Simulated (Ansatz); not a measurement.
Start from HgI2 in the 2H-MoS2 type structure (space group P6_3/mmc, No. 194; a hypothetical phase, not in the database extracts checked).

```xyz
6
Lattice="4.1662 0.0000 0.0000 -2.0831 3.6080 0.0000 0.0000 0.0000 14.1827" Properties=species:S:1:pos:R:3 pbc="T T T"
Hg     0.0000     2.4053     3.5457
Hg     2.0831     1.2027    10.6371
I      0.0000     2.4053     8.7242
I      2.0831     1.2027     1.6328
I      2.0831     1.2027     5.4586
I      0.0000     2.4053    12.5499
```

Method: PBE-D3(BJ)/PAW in Ansatz (a quantum-chemistry and plane-wave program), spin-orbit coupling left out, earlier PAW set.

Free-standing slabs (3 atom(s) a layer) normal to the stacking axis with 15 Å of vacuum; in-plane cell relaxed.

One change was made to it. Results:

The smallest direct gap goes up by 0.806 eV (0.45 eV → 1.25 eV); the valence-band top at Γ (three highest levels, from the VBM) comes out as 0.00, 0.00, -0.24 eV; the gap character amounts to indirect, Γ → M; the band gap rises by 0.62 eV (0.34 eV → 0.96 eV); the excess energy per area of both faces (slab less bulk energy over the cell's area: twice a surface energy) comes out as 0.25 J/m².

Question: Which change produced these results?
A) 3 layers
B) 1 layer
C) 2 layers

Answer: B, 1 layer. For comparison, the band gap in the other runs: 3 layers gives 0.63 eV; 2 layers gives 0.73 eV.

Slab and bulk use different k-meshes, which limits the precision of the excess energy. With Hg and I present, leaving out spin-orbit coupling can change the band edges. Whether these cells are dynamically stable was not tested. Labels are those of the standard path for the cell's own space group.
